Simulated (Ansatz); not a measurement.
The parent structure is CuI in the wurtzite structure (space group P6_3mc, No. 186).

```xyz
4
Lattice="4.1870 0.0000 0.0000 -2.0935 3.6260 0.0000 0.0000 0.0000 6.8978" Properties=species:S:1:pos:R:3 pbc="T T T"
Cu     2.0935     1.2087     6.0268
Cu     0.0000     2.4174     2.5779
I      2.0935     1.2087     3.4577
I      0.0000     2.4174     0.0088
```

Cartesian axes are those of the cell as printed.

Levels (all Ansatz, an electronic-structure program, PAW): PBEsol (420 eV, no spin-orbit coupling); HSE06 (420 eV, no SOC).

Its gap is 1.22 eV with PBEsol and 2.81 eV with HSE06.

Modification: the cell is stretched by 3.86 % along y with no lateral relaxation; the atoms relax in the strained cell.

With PBEsol the gap becomes 1.09 eV.

### Question
If the HSE06 correction stayed the same, what would the HSE06 gap be, and what does the HSE06 run give?

### Answer
A rigid correction of +1.59 eV gives 2.68 eV. The HSE06 run gives 2.70 eV, so the two effects roughly add.

Single points use the geometry relaxed with PBEsol. With I present, leaving out spin-orbit coupling can change the band edges. Stability against distortions was not tested. All final runs are without spin polarisation. This is not the structure that CuI has at room temperature and ambient pressure.
